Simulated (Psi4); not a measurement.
Psi4 1.11, unrestricted HF/def2-svp: K(OH) cation ([OH][K]), charge +1, multiplicity 2, 3 atoms. The geometry is a generated start, not checked to be a minimum at this level.

```json
{
  "task": "energy",
  "method": "scf",
  "basis": "def2-svp",
  "memory": "3 GB",
  "maxiter": "100",
  "keys_of_the_molecule_block": "symmetry c1",
  "scf_type": "df (default)",
  "guess": "auto, which took SAD (default)",
  "scf_initial_accelerator": "adiis (default)",
  "e_convergence": "1e-06 (default)",
  "d_convergence": "1e-06 (default)",
  "basis_functions": "43"
}
```

```xyz
3

K     -1.1642    -0.7612    -0.9688
O      0.4110    -0.0348     0.3182
H      0.7532     0.7961     0.6506
```

Charge 1 and multiplicity 2 are set for this test and not shown to be the ground state.

One run each on 2 threads. Values of diis_max_vecs tried: 3, 6, 10 (default), 20.

Predict the course of the SCF iterations along this series.

Fewest SCF iterations, within one of each other: 6 with 11, 10 (default) with 10, 20 with 10. The count rises to 15 at 3. All converge to one solution.

```tsv
diis_max_vecs	SCF iterations	end
3	15	same solution
6	11	same solution
10 (default)	10	same solution
20	10	same solution
```
